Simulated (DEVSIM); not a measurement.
Device: Schottky contact on n-type β-Ga2O3, at 450 K.

Layer 1 from the left is β-Ga2O3, thickness (μm) 8.00, Nd (cm⁻³) 1.1e16, τn (s) 6.2e-9, τp (s) 6.2e-9.

Left contact: Schottky, work function 5.69 eV, emission velocity 3.6e6 cm/s. Right contact: ohmic. Voltage is applied to the left contact. Recombination: SRH at mid-gap. Mobility is μmin + (μ − μmin)/(1 + (N/Nref)^α).

The device is made up for the run: typed textbook-type constants, with dimensions and the other settings drawn at random. Values at 300 K; Nc and Nv go as T^1.5, mobilities as T to minus their exponent, the gap by Varshni's rule with the affinity fixed.

β-Ga2O3: gap (eV) 4.8, affinity (eV) 4, permittivity 10, Nc (cm⁻³) 3.7e18, Nv (cm⁻³) 5e20, μn (cm²/Vs) 160, μp (cm²/Vs) 1, μn,min 20, μp,min 0.1, Nref,n 1e18, Nref,p 1e18, αn 0.8, αp 0.8, T exponent of μn 1.8, T exponent of μp 1.5, Varshni α (eV/K) 0.0004, Varshni β (K) 600.

Simulated with DEVSIM: 1D drift-diffusion, Boltzmann statistics, complete ionisation; no tunnelling, impact ionisation, image-force lowering or self-heating. Metal contacts follow the ideal Schottky-Mott rule: no Fermi-level pinning, no interface dipoles.

Dark forward current:

```tsv
|V| (V)	|J| (A/cm²)
0.05	7.353e-13
0.10	3.379e-12
0.15	1.289e-11
0.20	4.711e-11
0.25	1.702e-10
0.30	6.127e-10
0.35	2.202e-9
0.40	7.910e-9
0.45	2.838e-8
0.50	1.018e-7
0.55	3.645e-7
0.60	1.304e-6
0.65	4.660e-6
0.70	1.662e-5
0.75	5.921e-5
0.80	0.0002104
0.85	0.0007459
0.90	0.002635
0.95	0.009266
1.00	0.03234
1.05	0.1111
1.10	0.3685
1.15	1.123
1.20	2.905
1.25	6.079
1.30	10.53
```

**Question.** Work out the local ideality factor n = ΔV / (kT/q · ln(J2/J1)) between the rows 0.20 and 0.25 V, 1.25 and 1.30 V.

**Answer.** kT/q = 38.78 mV. From 0.20 to 0.25 V: ln(1.702e-10/4.711e-11) = 1.284, n = 1.00, near the 1 of diffusion or emission over a barrier. From 1.25 to 1.30 V: ln(10.53/6.079) = 0.549, n = 2.35; the layers' resistance at their doping, Σ W/(qμN) = 0.0060 Ω cm², would take 27 mV of this step of 50 mV.

**Question.** Estimate the current at 0.60 V for emission alone, J0 = q v N_band exp(−φB/kT), and read the barrier back from the simulated current.

**Answer.** φB = 1.690 eV, N_band = 6.80e18 cm⁻³, J0 = 4.65e-13 A/cm²; J = J0 (exp(qV/kT) − 1) = 2.44e-6 A/cm². The simulation gives 1.30e-6 A/cm²; the estimate lies 87 % above. Read backwards, the simulated current gives an apparent barrier of 1.714 eV. The estimate leaves out transport through the depletion region and minority injection.
